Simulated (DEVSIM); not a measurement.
Structure: Si n-p junction from an implanted or diffused profile, at 400 K.

```tsv
layer (left to right)	material	thickness (μm)	Na (cm⁻³)	τn (s)	τp (s)
1	Si	25.0	7.8e14	0.00036	1.2e-5
```

Added donor profile: 3.9e16 cm⁻³ × exp(−(x − 0 μm)²/(2·(0.12 μm)²)). Left contact: ohmic. Right contact: ohmic. Voltage is applied to the left contact. Recombination: SRH at mid-gap. Mobility is μmin + (μ − μmin)/(1 + (N/Nref)^α).

Constants are typed, rounded textbook-type inputs, not results; the design itself was drawn at random and stands for no fabricated device. Values at 300 K; Nc and Nv go as T^1.5, mobilities as T to minus their exponent, the gap by Varshni's rule with the affinity fixed.

```tsv
parameter	Si
gap (eV)	1.124
affinity (eV)	4.05
permittivity	11.7
Nc (cm⁻³)	2.86e19
Nv (cm⁻³)	3.1e19
μn (cm²/Vs)	1417
μp (cm²/Vs)	470
μn,min	52
μp,min	45
Nref,n	9.7e16
Nref,p	2.2e17
αn	0.68
αp	0.72
T exponent of μn	2.3
T exponent of μp	2.2
Varshni α (eV/K)	0.000473
Varshni β (K)	636
```

Model (solved in DEVSIM): 1D drift-diffusion, Boltzmann statistics, complete ionisation; no tunnelling, impact ionisation, image-force lowering or self-heating.

Tabulate band edges, carrier densities and field at zero bias.

Energies count from the Fermi level of the right contact; mesh points crowd at the junctions.

```json
[
 {"x (μm)": "0.000", "Ec (eV)": "0.243", "Ev (eV)": "-0.853", "n (cm⁻³)": "3.8e16", "p (cm⁻³)": "8.4e8", "field (V/cm)": "630"},
 {"x (μm)": "0.02174", "Ec (eV)": "0.244", "Ev (eV)": "-0.852", "n (cm⁻³)": "3.7e16", "p (cm⁻³)": "8.8e8", "field (V/cm)": "820"},
 {"x (μm)": "0.05372", "Ec (eV)": "0.248", "Ev (eV)": "-0.848", "n (cm⁻³)": "3.3e16", "p (cm⁻³)": "9.8e8", "field (V/cm)": "1500"},
 {"x (μm)": "0.1008", "Ec (eV)": "0.258", "Ev (eV)": "-0.838", "n (cm⁻³)": "2.5e16", "p (cm⁻³)": "1.3e9", "field (V/cm)": "2800"},
 {"x (μm)": "0.1944", "Ec (eV)": "0.299", "Ev (eV)": "-0.797", "n (cm⁻³)": "7.5e15", "p (cm⁻³)": "4.3e9", "field (V/cm)": "6000"},
 {"x (μm)": "0.2808", "Ec (eV)": "0.361", "Ev (eV)": "-0.735", "n (cm⁻³)": "1.2e15", "p (cm⁻³)": "2.6e10", "field (V/cm)": "7900"},
 {"x (μm)": "0.3696", "Ec (eV)": "0.432", "Ev (eV)": "-0.665", "n (cm⁻³)": "1.6e14", "p (cm⁻³)": "2.0e11", "field (V/cm)": "7700"},
 {"x (μm)": "0.4848", "Ec (eV)": "0.513", "Ev (eV)": "-0.583", "n (cm⁻³)": "1.5e13", "p (cm⁻³)": "2.1e12", "field (V/cm)": "6400"},
 {"x (μm)": "0.5721", "Ec (eV)": "0.564", "Ev (eV)": "-0.532", "n (cm⁻³)": "3.4e12", "p (cm⁻³)": "9.4e12", "field (V/cm)": "5300"},
 {"x (μm)": "0.7355", "Ec (eV)": "0.636", "Ev (eV)": "-0.460", "n (cm⁻³)": "4.3e11", "p (cm⁻³)": "7.5e13", "field (V/cm)": "3500"},
 {"x (μm)": "1.085", "Ec (eV)": "0.703", "Ev (eV)": "-0.394", "n (cm⁻³)": "6.2e10", "p (cm⁻³)": "5.2e14", "field (V/cm)": "780"},
 {"x (μm)": "2.241", "Ec (eV)": "0.717", "Ev (eV)": "-0.380", "n (cm⁻³)": "4.1e10", "p (cm⁻³)": "7.8e14", "field (V/cm)": "≈ 0"},
 {"x (μm)": "4.310", "Ec (eV)": "0.717", "Ev (eV)": "-0.380", "n (cm⁻³)": "4.1e10", "p (cm⁻³)": "7.8e14", "field (V/cm)": "≈ 0"},
 {"x (μm)": "8.739", "Ec (eV)": "0.717", "Ev (eV)": "-0.380", "n (cm⁻³)": "4.1e10", "p (cm⁻³)": "7.8e14", "field (V/cm)": "≈ 0"},
 {"x (μm)": "18.23", "Ec (eV)": "0.717", "Ev (eV)": "-0.380", "n (cm⁻³)": "4.1e10", "p (cm⁻³)": "7.8e14", "field (V/cm)": "≈ 0"},
 {"x (μm)": "21.76", "Ec (eV)": "0.717", "Ev (eV)": "-0.380", "n (cm⁻³)": "4.1e10", "p (cm⁻³)": "7.8e14", "field (V/cm)": "≈ 0"},
 {"x (μm)": "23.52", "Ec (eV)": "0.717", "Ev (eV)": "-0.380", "n (cm⁻³)": "4.1e10", "p (cm⁻³)": "7.8e14", "field (V/cm)": "≈ 0"},
 {"x (μm)": "24.30", "Ec (eV)": "0.717", "Ev (eV)": "-0.380", "n (cm⁻³)": "4.1e10", "p (cm⁻³)": "7.8e14", "field (V/cm)": "≈ 0"},
 {"x (μm)": "24.75", "Ec (eV)": "0.717", "Ev (eV)": "-0.380", "n (cm⁻³)": "4.1e10", "p (cm⁻³)": "7.8e14", "field (V/cm)": "≈ 0"},
 {"x (μm)": "24.89", "Ec (eV)": "0.717", "Ev (eV)": "-0.380", "n (cm⁻³)": "4.1e10", "p (cm⁻³)": "7.8e14", "field (V/cm)": "≈ 0"},
 {"x (μm)": "24.96", "Ec (eV)": "0.717", "Ev (eV)": "-0.380", "n (cm⁻³)": "4.1e10", "p (cm⁻³)": "7.8e14", "field (V/cm)": "≈ 0"},
 {"x (μm)": "25.00", "Ec (eV)": "0.717", "Ev (eV)": "-0.380", "n (cm⁻³)": "4.1e10", "p (cm⁻³)": "7.8e14", "field (V/cm)": "≈ 0"}
]
```
